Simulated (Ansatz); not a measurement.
Results of PBEsol in Ansatz (PAW) for C11b WSi2.

Settings: plane-wave cutoff 520 eV, 24×24×24 k mesh, Fermi–Dirac smearing 0.05 eV, no spin polarisation, scalar-relativistic PAW data made under PBE.

Results at a series of volumes:

| V (Å³/atom) | E − E_lowest (meV/atom) | P (GPa) |
|---|---|---|
| 12.826 | 16.58 | 10.31 |
| 13.093 | 3.99 | 4.88 |
| 13.360 | 0.00 | 0.00 |
| 13.627 | 3.74 | -4.39 |
| 13.894 | 14.41 | -8.33 |

Problem. Estimate the bulk modulus from the pressures at 13.093 and 13.627 Å³/atom, and compare it with a fit to all energies.

Solution. B = −V dP/dV. Between V = 13.093 and 13.627 Å³/atom, dP/dV = (-4.39 − (4.88))/(13.627 − 13.093) = -17.4 GPa per Å³/atom; at the midpoint 13.360 Å³/atom this gives B ≈ 232 GPa. The third-order Birch–Murnaghan fit gives V0 = 13.360 Å³/atom, B0 = 231 GPa, B′ = 4.4, which lies within 1 % of that estimate.

Shape and atoms are relaxed at each volume.

Note: the bulk modulus comes from volumes at which shape and atoms were relaxed.

Spin–orbit coupling is not included.

Computed values are for the static lattice.

Cost on a shared machine: very roughly 12 core-minutes.

Ansatz is an electronic-structure program.
